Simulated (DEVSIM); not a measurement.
System: abrupt Si n-p junction, at 350 K.

```csv
layer (left to right),material,thickness (μm),Nd (cm⁻³),Na (cm⁻³),τn (s),τp (s)
1,Si,0.680,1.8e19,-,1.6e-6,1.6e-6
2,Si,230,-,3.3e16,1.6e-6,1.6e-6
```

Left contact: ohmic. Right contact: ohmic. Voltage is applied to the left contact. Recombination: SRH at mid-gap. Mobility is μmin + (μ − μmin)/(1 + (N/Nref)^α).

This is a model device: material constants are rounded textbook-type values typed into the input, and sizes, dopings and lifetimes were drawn at random. Values at 300 K; Nc and Nv go as T^1.5, mobilities as T to minus their exponent, the gap by Varshni's rule with the affinity fixed.

```
parameter               Si
----------------  --------
gap (eV)             1.124
affinity (eV)         4.05
permittivity          11.7
Nc (cm⁻³)          2.86e19
Nv (cm⁻³)           3.1e19
μn (cm²/Vs)           1417
μp (cm²/Vs)            470
μn,min                  52
μp,min                  45
Nref,n              9.7e16
Nref,p              2.2e17
αn                    0.68
αp                    0.72
T exponent of μn       2.3
T exponent of μp       2.2
Varshni α (eV/K)  0.000473
Varshni β (K)          636
```

Simulated with DEVSIM: 1D drift-diffusion, Boltzmann statistics, complete ionisation; no tunnelling, impact ionisation, image-force lowering or self-heating.

The thickness of layer 1 was swept, all else fixed.

| thickness of layer 1 (μm) | dark forward voltage at 100 A/cm² (V) |
|---|---|
| 0.14 | 1.151 |
| 0.24 | 1.138 |
| 0.41 | 1.129 |
| 0.68 | 1.123 |
| 1.2 | 1.119 |
| 2 | 1.117 |
| 3.4 | 1.115 |

From the first row to the last the dark forward voltage at 100 A/cm² goes from 1.151 to 1.115.
